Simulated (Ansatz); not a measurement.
A self-consistent single point of MoW (Cmm2, 2 atoms in the cell) with Ansatz (a quantum-chemistry and plane-wave program).

Method of the run: PBEsol, default PAW files made with PBE (plane waves; Ansatz).

The change in words: lattice scaled by 0.98; basis.ecutwfc: 420 eV → 630 eV. Reference geometry:
```yaml
crystal:
  lattice:
    - [1.57139, -2.22313, 0.00000]
    - [1.57139, 2.22313, 0.00000]
    - [0.00000, 0.00000, 4.46416]
  atoms:
    - { symbol: Mo, position: [0.00000, 0.00000, 0.01120] }
    - { symbol: W, position: [0.50000, 0.50000, 0.50000] }
```

Reference input (self-consistent single point, DFT, PBEsol, plane waves, default PAW files made with PBE): basis.ecutwfc = 420 eV; kpoints.mp_grid.grid = 11 11 7; hamiltonian.xc = pbesol; hamiltonian.pseudopotentials = {kind: paw} (the program's default PAW files); scf.occupations.method = fermi_dirac; scf.occupations.width = 0.1 eV. This run's input differs from it in these lines:

Ansatz 0.2 input:
```diff
@@ -2,5 +2,5 @@
   lattice:
-    - [1.57138900, -2.22312800, 0.00000000]
-    - [1.57138900, 2.22312800, 0.00000000]
-    - [0.00000000, 0.00000000, 4.46415700]
+    - [1.53996100, -2.17866500, 0.00000000]
+    - [1.53996100, 2.17866500, 0.00000000]
+    - [0.00000000, 0.00000000, 4.37487400]
   atoms:
@@ -9,3 +9,3 @@
 basis:
-  ecutwfc: 420.0
+  ecutwfc: 630.0
 kpoints:
```

Output (repeated stretches shortened):

```
SCF iter   1: F=—  HF=-15153.924405 eV  |F-HF|=—  |Δ(HF+E_count)|=         —  Δρ=6.14e-3  dr2=2.14e-2  ethr=1.77e-3  ⟨swp⟩=5.1  Hψ=11544  notcnv=0
all-band conjugate gradients solve this SCF's bands
preconditioner: auto → none
SCF iter   2: F=—  HF=-15153.923709 eV  |F-HF|=—  |Δ(HF+E_count)|=   6.95e-4  Δρ=4.34e-3  dr2=1.34e-2  ethr=7.65e-5  ⟨swp⟩=1.0  Hψ=3745  notcnv=0
SCF iter   3: F=—  HF=-15153.922142 eV  |F-HF|=—  |Δ(HF+E_count)|=   1.57e-3  Δρ=8.32e-4  dr2=1.56e-4  ethr=4.77e-5  ⟨swp⟩=1.6  Hψ=2740  notcnv=0
SCF iter   4: F=—  HF=-15153.922080 eV  |F-HF|=—  |Δ(HF+E_count)|=   6.21e-5  Δρ=2.74e-4  dr2=2.97e-5  ethr=5.58e-7  ⟨swp⟩=2.0  Hψ=4443  notcnv=0
SCF iter   5: F=—  HF=-15153.922074 eV  |F-HF|=—  |Δ(HF+E_count)|=   6.12e-6  Δρ=1.48e-4  dr2=1.79e-5  ethr=1.06e-7  ⟨swp⟩=2.2  Hψ=4368  notcnv=0
SCF iter   6: F=—  HF=-15153.922070 eV  |F-HF|=—  |Δ(HF+E_count)|=   4.33e-6  Δρ=3.87e-5  dr2=6.28e-7  ethr=6.39e-8  ⟨swp⟩=2.0  Hψ=3462  notcnv=0
SCF iter   7: F=-15153.922070 eV  HF=-15153.922070 eV  |F-HF|=7.70e-9  |Δ(HF+E_count)|=   1.12e-7  Δρ=8.05e-6  dr2=1.52e-8  ethr=3.57e-10  ⟨swp⟩=6.0  Hψ=11984  notcnv=0
SCF 1 converged in 7 iterations: F = -15153.922070 eV  dr2 = 1.52e-8
Free energy (F): -15153.922070 eV
Internal energy: -15153.876975 eV  (E = F + TS)
E sigma→0 (E₀):  -15153.899522 eV
Entropy (-TS):   -0.045094 eV (-22.547 meV/atom)
Fermi energy:    23.483714 eV
--- Forces (eV/Å), atoms counted from 1 ---
  atom   1  Mo     0.00000000    -0.00000000    -0.89640702
  atom   2  W     -0.00000000     0.00000000     0.89642736
--- Stress (GPa, compression-positive) ---
       19.800633       0.000000       0.000000
        0.000000      20.509681       0.000000
        0.000000       0.000000      18.261476
  P = ⅓ Tr σ = 19.5239 GPa (195.239 kbar)
  The stress holds the Pulay correction. Without it, at fixed plane waves, as pw.x and ABINIT print it: P = 19.5197 GPa
```

The run converged in 7 iterations. Against the reference run the free energy goes up by 49.8 meV/atom, the pressure goes from -0.79 to 19.52 GPa and the largest force goes from 0.709 to 0.896 eV/Å.

The starting cell comes from a database of computed structures (which also holds hypothetical and non-ambient phases and stackings), without a prior relaxation at this level. Its lattice was rescaled by up to half a per cent. One atom was moved a little off its site on purpose. For this run, on top of that: lattice scaled by 0.98. Spin polarisation is off. Ansatz's pressure includes its estimate of the finite-basis (Pulay) stress.
